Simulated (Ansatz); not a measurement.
Functionals compared on Br on the 1x1 (0001) surface of corundum (cut with top plane Al), one in a 1x1 cell, started at the site 'hollow Al-O-O-O over O at depth 2.3 Å', in Ansatz (plane waves, PAW). The structure was relaxed with PBE; the other rows are single points on it, each with its references at the same level. Cutoff 420 eV (500 eV for r2SCAN). The points keep PBE's geometry, so the relaxation of a polaron and the settling of charge on one site are left out.

Host crystal: corundum, with a band gap (PBE, scalar-relativistic without spin-orbit coupling).

Model: 21-atom slab, 6.7 Å thick at the start under the adsorbate (thin: gaps and levels are the slab's own), 6x6x1 mesh, Fermi-Dirac 0.01 eV, dipole correction, 9 atoms held, the rest relaxed; no symmetry held; spin-polarised, ending with about 1.0 μB a cell, a value that depends on the mesh; orders that need a larger cell were not tried, no spin-orbit, no U, no dispersion correction. The slab shows no gap over 0.04 eV on its mesh. At the end it is bonded to Al. In PBE it is, or lies within 0.03 eV of, the lowest of the starts that converged. These notes are the PBE run's. r2SCAN: The program's check for a lower electronic state was not made. Adsorption energies are against ½ Br2(g). A negative adsorption energy means that the adsorbate is more stable on the surface than in its reference.

```tsv
functional	adsorption energy (eV)	work function of the top face (eV)	rough cost of the single point
PBE	-0.01	7.46	–
RPBE	-0.01	7.41	around 12 core-minutes (rough)
r2SCAN	0.01	7.79	around 60 core-minutes (rough)
```

Ansatz is a first-principles code.
